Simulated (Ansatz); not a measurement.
A constructed model of the (110) surface of bcc V, a pseudomorphic layer of Al in the host's stacking (bottom of the slab: a bare face, its two planes held)

Calculation: PBE (plane waves to 420 eV, PAW; Ansatz, a first-principles code).

Slab: 7 atoms, 13.0 Å thick at the start; k 15x15x1, smearing 0.1 eV, dipole-corrected; 2 atoms held, the rest relaxed; start symmetry kept, larger cells not searched; no spin, no spin-orbit, no U. It is one candidate, not shown to be the stable structure of the face.

```
Quantity                                              Result
-----------------------------  -----------------------------
work function of the top face                        4.12 eV
energy released by relaxation                       0.058 eV
cost                           around 4 core-minutes (rough)
```
